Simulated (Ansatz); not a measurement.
## GaP (F-43m): band-edge transport data

Input:

```
CELL_PARAMETERS angstrom
      0.00000     2.71944     2.71944
      2.71944     0.00000     2.71944
      2.71944     2.71944     0.00000
ATOMIC_POSITIONS crystal
  Ga 0.00000 0.00000 0.00000
  P  0.25000 0.25000 0.25000
```

Level of theory: PBEsol, rigid bands (plane waves, PAW, scalar-relativistic; Ansatz, a quantum-chemistry and plane-wave program). Cell: cell and atoms relaxed with PBEsol.

- band gap: 1.45 eV
- electron conductivity mass (300 K, dilute): 0.34 mₑ
- hole conductivity mass (300 K, dilute): 0.41 mₑ
- effective density of states N_c (300 K): 3.9e19 cm⁻³
- effective density of states N_v (300 K): 4.3e19 cm⁻³
- density-of-states mass, electrons: 1.34 mₑ
- density-of-states mass, holes: 1.44 mₑ
- Seebeck coefficient, n-type 1e19 cm⁻³, 300 K: -332 μV/K
- Seebeck coefficient, p-type 1e19 cm⁻³, 300 K: 339 μV/K
- best p-type power factor at 300 K for τ = 10 fs (best axis; densities from 1e16 to 1e21 cm⁻³ tried, whether or not they can be reached): 16.3 μW/(cm·K²) at 1e20 cm⁻³

Rigid bands; masses and Seebeck coefficients take one relaxation time τ for all states and one kind of carrier; polarons and phonon drag are left out. Spin-orbit coupling is left out; where it splits the top of the valence band, N_v and the p-type Seebeck coefficient come out somewhat high without it.
